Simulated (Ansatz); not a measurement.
Adsorption energy and surface dipole of Cl on the 1x1 (0001) surface of hcp Co, ferromagnetic, one in a 2x2 cell, started at the site 'hollow Co-Co-Co', worked from the runs' numbers; total energies count from the potentials' own zero.

All values below come from PBE (plane waves to 420 eV, PAW; Ansatz, a program for electronic structure).

Set-up: 17 atoms, 6.0 Å thick at the start under the adsorbate (thin: gaps and levels are the slab's own); mesh 7x7x1; 0.1 eV smearing; dipole correction on; 8 atoms held, the rest relaxed; held to the start's symmetry, so lower structures may exist; spin-polarised, no spin-orbit, no U, no dispersion correction. At the end it is bonded to 3 Co. In PBE it is, or lies within 0.03 eV of, the lowest of the starts that converged.

```tsv
quantity	value
slab with the adsorbate	-83094.287 eV
clean slab, same cell and mesh	-82012.697 eV
reference, ½ Cl2(g)	-1079.444 eV
area of the cell	21.53 Å²
change of the step from the bottom to the top vacuum level	-0.008 eV
```

Problem. What is the adsorption energy against this reference?

Solution. E(slab + adsorbate) − E(slab) − E(reference) = -2.15 eV, so in this state the adsorbate is more stable than in the reference, at a coverage of 4.65 a nm².
